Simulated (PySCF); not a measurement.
PySCF 2.14.0, TPSSH/def2-svp, df: Al(H)(Me)(Vi) (C=[CH][AlH][CH3]), 11 atoms. The geometry is a generated start, not checked to be a minimum at this level.

- task: energy
- method: tpssh
- basis: def2-svp
- two-electron scheme: density fitting
- mol.max_memory: 3000 MB
- mf.max_cycle: 100
- mf.conv_tol: 1e-09 (default)
- mf.grids.level: 3 (default)
- basis functions: 95
- grid points: 130192

```xyz
11

Al    -0.3409     0.2909     0.3813
H     -1.7708    -0.0854     0.8494
C      0.5589     1.8718     1.1885
H      0.6777     1.7773     2.2753
H     -0.0056     2.7991     1.0301
H      1.5621     2.0429     0.7784
C      0.3260    -0.9644    -1.0033
C     -0.5060    -1.9787    -1.2514
H      1.2653    -0.9346    -1.5597
H     -0.3145    -2.7685    -1.9670
H     -1.4522    -2.0502    -0.7217
```

With the defaults (mf.DIIS = CDIIS, mf.diis = true, mf.init_guess = minao, mf.level_shift = 0, mf.damp = 0, mf.diis_start_cycle = 1, mf.diis_damp = 0, newton = off, mf.diis_space = 8) it converges in 12 Fock builds. One run each on 2 threads, 1 BLAS thread, with these changes:
- newton = Hessian by the SCF's own integrals
- mf.diis = false
- mf.diis_space = 3
- mf.damp = 0.7, mf.diis_start_cycle = 8
- mf.diis_damp = 0.3
- mf.DIIS = EDIIS
- mf.level_shift = 0.3 Hartree
- mf.init_guess = 1e
- mf.init_guess = sap

Which runs fail or end elsewhere than the default run?

No convergence: mf.DIIS = EDIIS; mf.diis = false (the run ends without SCF convergence in 100 cycles). The rest reach the solution of the defaults.

```csv
setting,Fock builds,end
mf.diis_damp = 0.3,11,same solution
the defaults,12,same solution
mf.init_guess = sap,14,same solution
"mf.damp = 0.7, mf.diis_start_cycle = 8",15,same solution
mf.level_shift = 0.3 Hartree,16,same solution
mf.init_guess = 1e,16,same solution
mf.diis_space = 3,16,same solution
newton = Hessian by the SCF's own integrals,27,same solution
mf.DIIS = EDIIS,101,no convergence
mf.diis = false,101,no convergence
```

Under newton the count holds the products with the orbital Hessian.
